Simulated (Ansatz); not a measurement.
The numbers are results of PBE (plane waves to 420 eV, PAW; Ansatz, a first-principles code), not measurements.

Host crystal: monoclinic HfO2, with a band gap (PBE, scalar-relativistic without spin-orbit coupling).

Planar average of the electrostatic potential across the slab, in eV from the Fermi level, for F on the 1x1 (100) surface of monoclinic HfO2 (cut with top plane 2 O), one in a 1x1 cell, started at the site 'top O':

(z (Å), V (eV)): (5.34, 7.24); (5.64, 7.24); (5.94, 7.24); (6.23, 7.24); (6.53, 7.24); (6.83, 7.24); (7.13, 7.24); (7.42, 7.23); (7.72, 7.21); (8.02, 7.17); (8.31, 7.04); (8.61, 6.70); (8.91, 5.67); (9.20, 2.47); (9.50, -0.75); (9.80, -2.98); (10.09, -4.50); (10.39, -5.36); (10.69, -6.16); (10.98, -7.43); (11.28, -6.72); (11.58, -5.55); (11.88, -5.54); (12.17, -6.67); (12.47, -7.52); (12.77, -6.34); (13.06, -5.48); (13.36, -4.38); (13.66, -2.82); (13.95, -1.49); (14.25, -1.47); (14.55, -1.40); (14.84, -2.65); (15.14, -4.13); (15.44, -5.29); (15.73, -5.97); (16.03, -6.92); (16.33, -6.25); (16.63, -5.52); (16.92, -5.38); (17.22, -5.48); (17.52, -5.96); (17.81, -5.50); (18.11, -5.18); (18.41, -3.90); (18.70, -3.07); (19.00, -1.87); (19.30, 0.11); (19.59, 3.43); (19.89, 6.23); (20.19, 8.06); (20.48, 8.63); (20.78, 8.78); (21.08, 8.83); (21.38, 8.85); (21.67, 8.86); (21.97, 8.86); (22.27, 8.86); (22.56, 8.86); (22.86, 8.86); (23.16, 8.86); (23.45, 8.86); (23.75, 8.86); (24.05, 8.86)

Set-up: 25 atoms, 9.3 Å thick at the start under the adsorbate (thin: gaps and levels are the slab's own); mesh 4x4x1; 0.01 eV smearing; dipole correction on; 12 atoms held, the rest relaxed; no symmetry held; spin-polarised, ending with about 1.0 μB a cell, a value that depends on the mesh; orders that need a larger cell were not tried, no spin-orbit, no U, no dispersion correction. The slab shows no gap over 0.04 eV on its mesh. At the end it is bonded to Hf. In PBE it is, or lies within 0.03 eV of, the lowest of the starts that converged.

**Question.** The surface cell has an area of 27.90 Å². What dipole along the normal does the step between the two vacuum levels imply?

**Answer.** the top vacuum level lies 1.62 eV above the bottom one; p = −ε₀ A ΔV (ε₀ = 0.005526 e/(V·Å)) gives -0.25 e·Å a cell.
